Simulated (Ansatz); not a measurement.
```yaml
crystal:
  lattice:
    - [21.00000, 0.00000, 0.00000]
    - [0.00000, 21.00000, 0.00000]
    - [0.00000, 0.00000, 5.35190]
  atoms:
    - { symbol: Si, position: [0.73417, 0.50000, 0.66684] }
    - { symbol: C, position: [0.72648, 0.57359, 0.83316] }
    - { symbol: C, position: [0.73813, 0.50000, 0.33316] }
    - { symbol: Si, position: [0.68945, 0.63764, 0.66684] }
    - { symbol: C, position: [0.63997, 0.69265, 0.83316] }
    - { symbol: Si, position: [0.72271, 0.57236, 0.16684] }
    - { symbol: C, position: [0.69265, 0.63997, 0.33316] }
    - { symbol: Si, position: [0.57236, 0.72271, 0.66684] }
    - { symbol: C, position: [0.50000, 0.73813, 0.83316] }
    - { symbol: Si, position: [0.63764, 0.68945, 0.16684] }
    - { symbol: C, position: [0.57359, 0.72648, 0.33316] }
    - { symbol: Si, position: [0.42764, 0.72271, 0.66684] }
    - { symbol: C, position: [0.36003, 0.69265, 0.83316] }
    - { symbol: Si, position: [0.50000, 0.73417, 0.16684] }
    - { symbol: C, position: [0.42641, 0.72648, 0.33316] }
    - { symbol: Si, position: [0.31055, 0.63764, 0.66684] }
    - { symbol: C, position: [0.27352, 0.57359, 0.83316] }
    - { symbol: Si, position: [0.36236, 0.68945, 0.16684] }
    - { symbol: C, position: [0.30735, 0.63997, 0.33316] }
    - { symbol: Si, position: [0.26583, 0.50000, 0.66684] }
    - { symbol: C, position: [0.27352, 0.42641, 0.83316] }
    - { symbol: Si, position: [0.27729, 0.57236, 0.16684] }
    - { symbol: C, position: [0.26187, 0.50000, 0.33316] }
    - { symbol: Si, position: [0.31055, 0.36236, 0.66684] }
    - { symbol: C, position: [0.36003, 0.30735, 0.83316] }
    - { symbol: Si, position: [0.27729, 0.42764, 0.16684] }
    - { symbol: C, position: [0.30735, 0.36003, 0.33316] }
    - { symbol: Si, position: [0.42764, 0.27729, 0.66684] }
    - { symbol: C, position: [0.50000, 0.26187, 0.83316] }
    - { symbol: Si, position: [0.36236, 0.31055, 0.16684] }
    - { symbol: C, position: [0.42641, 0.27352, 0.33316] }
    - { symbol: Si, position: [0.57236, 0.27729, 0.66684] }
    - { symbol: C, position: [0.63997, 0.30735, 0.83316] }
    - { symbol: Si, position: [0.50000, 0.26583, 0.16684] }
    - { symbol: C, position: [0.57359, 0.27352, 0.33316] }
    - { symbol: Si, position: [0.68945, 0.36236, 0.66684] }
    - { symbol: C, position: [0.72648, 0.42641, 0.83316] }
    - { symbol: Si, position: [0.63764, 0.31055, 0.16684] }
    - { symbol: C, position: [0.69265, 0.36003, 0.33316] }
    - { symbol: Si, position: [0.72271, 0.42764, 0.16684] }
```

All values below come from PBE (plane waves to 420 eV, PAW; Ansatz, an electronic-structure program). Mesh 1×1×6. No spin polarisation. It repeats along c; a and b span vacuum. A hypothetical model, rolled from the flat sheet. Only distortions within the start's symmetry and period were free.

Q: Tabulate the two highest filled and two lowest empty levels along the axis, from the valence top.

A: 
```json
[
 {"k (2π/c)": "0.000", "v2 (eV)": "0.00", "v1 (eV)": "0.00", "c1 (eV)": "1.74", "c2 (eV)": "2.03"},
 {"k (2π/c)": "0.042", "v2 (eV)": "-0.02", "v1 (eV)": "-0.02", "c1 (eV)": "1.77", "c2 (eV)": "2.06"},
 {"k (2π/c)": "0.083", "v2 (eV)": "-0.08", "v1 (eV)": "-0.08", "c1 (eV)": "1.87", "c2 (eV)": "2.16"},
 {"k (2π/c)": "0.125", "v2 (eV)": "-0.12", "v1 (eV)": "-0.12", "c1 (eV)": "2.00", "c2 (eV)": "2.31"},
 {"k (2π/c)": "0.167", "v2 (eV)": "-0.17", "v1 (eV)": "-0.17", "c1 (eV)": "2.17", "c2 (eV)": "2.50"},
 {"k (2π/c)": "0.208", "v2 (eV)": "-0.23", "v1 (eV)": "-0.23", "c1 (eV)": "2.35", "c2 (eV)": "2.70"},
 {"k (2π/c)": "0.250", "v2 (eV)": "-0.31", "v1 (eV)": "-0.31", "c1 (eV)": "2.54", "c2 (eV)": "2.86"},
 {"k (2π/c)": "0.292", "v2 (eV)": "-0.39", "v1 (eV)": "-0.39", "c1 (eV)": "2.73", "c2 (eV)": "2.88"},
 {"k (2π/c)": "0.333", "v2 (eV)": "-0.49", "v1 (eV)": "-0.49", "c1 (eV)": "2.91", "c2 (eV)": "2.91"},
 {"k (2π/c)": "0.375", "v2 (eV)": "-0.58", "v1 (eV)": "-0.58", "c1 (eV)": "2.87", "c2 (eV)": "2.87"},
 {"k (2π/c)": "0.417", "v2 (eV)": "-0.56", "v1 (eV)": "-0.56", "c1 (eV)": "2.81", "c2 (eV)": "2.81"},
 {"k (2π/c)": "0.458", "v2 (eV)": "-0.55", "v1 (eV)": "-0.55", "c1 (eV)": "2.77", "c2 (eV)": "2.77"},
 {"k (2π/c)": "0.500", "v2 (eV)": "-0.55", "v1 (eV)": "-0.55", "c1 (eV)": "2.76", "c2 (eV)": "2.76"}
]
```
